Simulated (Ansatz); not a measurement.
Effect of x(Au) = 0.75, 4 atoms, P4/mmm on Ir

Consider Ir in the fcc (Cu type) structure (space group Fm-3m, No. 225; a = 3.845 Å).

The other end (x = 1) is Au in the fcc (Cu type) structure (space group Fm-3m, No. 225): 17.53 Å³/atom, gap zero.

It is then changed as follows: a fraction x = 0.75 of the Ir sites is given to Au, ordered in a cell of 4 atoms (starting symmetry P4/mmm) and fully relaxed.

Level of theory: r2SCAN (Ansatz, a program for electronic structure), scalar-relativistic without spin-orbit coupling, earlier PAW set. k-mesh 16×16×6 (Γ-centred); smearing 0.05 eV (Fermi–Dirac), for the changed cell.

| quantity | base | changed | shift |
|---|---|---|---|
| volume per atom | 14.21 Å³ | 16.63 Å³ | +2.42 Å³ |
| density | 22.46 g/cm³ | 19.55 g/cm³ | -2.91 g/cm³ |
| band gap | zero | zero | – |
| mixing energy (to 0.01 eV only: unlike meshes or grids) | – | +0.30 eV/atom | – |
| deviation of the volume from the linear (Vegard-type) interpolation | – | -0.4 % | – |

These are small ordered cells, not random alloys; other orderings at the same x differ. Stability against distortions was not tested. All final runs are without spin polarisation. IrAu3 has a high density of states at the Fermi level and may be magnetic at this level.
